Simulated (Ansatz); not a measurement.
**A computed series for PbSe: response to strain**

Take PbSe in the rock salt structure (space group Fm-3m, No. 225; a = 6.178 Å) as the base. Axes: x, y, z lie along the cube axes.

Strains are applied to the cell and any free atomic positions relax.

The values are results of DFT with r2SCAN, PAW potentials and a 500 eV plane-wave cutoff in Ansatz (a first-principles code), spin-orbit coupling left out, not measurements.

```json
[
 {"uniaxial strain ε_zz (%)": "-3", "band gap (eV)": "0.53"},
 {"uniaxial strain ε_zz (%)": "-2.5", "band gap (eV)": "0.56"},
 {"uniaxial strain ε_zz (%)": "-2", "band gap (eV)": "0.59"},
 {"uniaxial strain ε_zz (%)": "-1.5", "band gap (eV)": "?"},
 {"uniaxial strain ε_zz (%)": "-1", "band gap (eV)": "0.63"},
 {"uniaxial strain ε_zz (%)": "-0.5", "band gap (eV)": "0.65"},
 {"uniaxial strain ε_zz (%)": "0", "band gap (eV)": "0.67"}
]
```

Fit E_g = E₀ + Dε (ε in %) to the rows shown and predict the withheld row.

Least squares on the printed values gives E₀ = 0.67 eV, D = 45.7 meV per % of strain (largest residual 0.01 eV); this predicts 0.61 eV, and the run gives 0.61 eV, in agreement.

Spin-orbit coupling, missing from the scalar runs, can matter with Pb. Whether these cells are dynamically stable was not tested.
